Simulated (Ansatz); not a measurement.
## BSiCN (model structure, started from the AlSiCN type, R3m, No. 160, 4 atoms in the cell): band gap by level of theory

No measured value is used here.

| level (code) | value (eV) |
|---|---|
| LDA (Ansatz) | 0.20 (indirect) |
| PBE (Ansatz) | 0.25 (indirect) |
| PBEsol (Ansatz) | 0.14 (indirect) |
| r²SCAN (Ansatz) | 0.56 (indirect) |
| HSE06 (Ansatz) | 1.16 (indirect) |

Computed values are for a static lattice.  LDA, PBE, PBEsol, r²SCAN: the gap is read on the k mesh or supercell of the run alone and can be too large. Values are at the PBEsol cell. Cutoffs and k meshes differ between the levels. Ansatz's density-functional and Hartree–Fock values are scalar-relativistic unless marked +SOC, with PAW data made under PBE.

A model structure was made by putting elements into a prototype or built by hand; it is no filed structure, need not be a known phase, and can be a saddle point held by its symmetry.

Ansatz is an electronic-structure program.
